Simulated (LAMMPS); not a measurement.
MD of ZnSe (zinc blende) at zero pressure, 4096 atoms, as a liquid; each row is its own run.

Level of theory: classical MD, pair style sw, file CdTeZnSeHgS0.sw, run in LAMMPS.

```
T (K)  volume (Å³/atom)
-----  ----------------
1440             25.096
1620             25.388
1980             26.622
2250             27.840
2340             28.329
2520             29.566
2880             33.605
```

**Question.** Fit a straight line, y = a + b x, to these rows (x is the first column, y the second) and predict the run at x = 1800.

**Answer.** Least squares gives a = 16.274 and b = 0.005491. At x = 1800 the fit predicts 26.158 Å³/atom. The run itself gave 25.98 ± 0.01 Å³/atom, so the fit is 0.7 % high.

Caution (row 1440): enthalpy drifts during the constant-pressure average: a transition or slow ageing; fluctuation values are void.

Caution: the real compound melts congruently only under the pressure of its own vapour and loses its more volatile element when open.

Caution (rows 1440; 1620; 1800; 1980): this liquid lies under the melting point of about 2190 K that CdTeZnSeHgS0.sw gives, so it is undercooled.
